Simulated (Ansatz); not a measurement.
The parent structure is BN in the zinc blende structure (space group F-43m, No. 216; a = 3.606 Å). Axes: x, y, z lie along the cube axes.

Perturbation: tensile biaxial strain of 1.84 % in the plane normal to [001], as in epitaxy on a mismatched substrate; the out-of-plane cell vector and the atoms relax.

Levels (all Ansatz, a quantum-chemistry and plane-wave program, PAW): PBEsol (420 eV, scalar-relativistic without spin-orbit coupling); r2SCAN (500 eV, scalar-relativistic without spin-orbit coupling).

The geometry is relaxed with PBEsol.

- PBEsol band gap = 3.81 eV
- PBEsol electron mass = 0.86 mₑ along k, 0.30 mₑ across (at M)
- PBEsol width of the top valence band = 6.62 eV

How does going to r2SCAN change the band gap, electron mass and width of the top valence band?

The band gap rises by 0.69 eV (3.81 eV → 4.50 eV); the electron mass goes from 0.86 mₑ along k, 0.30 mₑ across (at M) to 0.84 mₑ along k, 0.30 mₑ across (at M); the width of the top valence band grows by 0.09 eV (6.62 eV → 6.71 eV).

Single points use the geometry relaxed with PBEsol. Masses are band curvatures over ±0.01 Å⁻¹ around the edge. Along k means along the line from Γ to the band edge. Whether these cells are dynamically stable was not tested.
